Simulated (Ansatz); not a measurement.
**RhS2 (Pa-3, No. 205, 12 atoms in the cell; start COD 5910087)**

Method: PBEsol (plane waves, PAW; Ansatz, an electronic-structure program).

Run with plane-wave cutoff 520 eV, 10×10×10 k mesh, Fermi–Dirac smearing 0.05 eV, no spin polarisation, scalar-relativistic PAW data made under PBE.

Cell (relaxed at this level):

```cif
data_Rh4S8
_chemical_formula_sum 'Rh4 S8'
_space_group_name_H-M_alt 'Pa-3'
_space_group_IT_number 205
_space_group_name_Hall '-P 2ac 2ab 3'
_cell_length_a 5.66428
_cell_length_b 5.66428
_cell_length_c 5.66428
_cell_angle_alpha 90.000
_cell_angle_beta 90.000
_cell_angle_gamma 90.000
loop_
_atom_site_label
_atom_site_type_symbol
_atom_site_symmetry_multiplicity
_atom_site_Wyckoff_symbol
_atom_site_fract_x
_atom_site_fract_y
_atom_site_fract_z
_atom_site_occupancy
Rh1 Rh 4 a 0.00000 0.00000 0.00000 1
S1 S 8 c 0.38517 0.38517 0.38517 1
```

For RhS2 (Pa-3, No. 205, 12 atoms in the cell; start COD 5910087), the bulk modulus is 154 GPa.

Note: the run has no spin polarisation, so it can have missed a magnetic state; the bulk modulus is −V dP/dV from two relaxed cells at ±2 % in volume; the relaxation could not lower the start's symmetry, so the cell can be a saddle point above a distorted one.

The computed numbers hold no vibrational or temperature effects.

The result took very roughly 8 core-minutes.
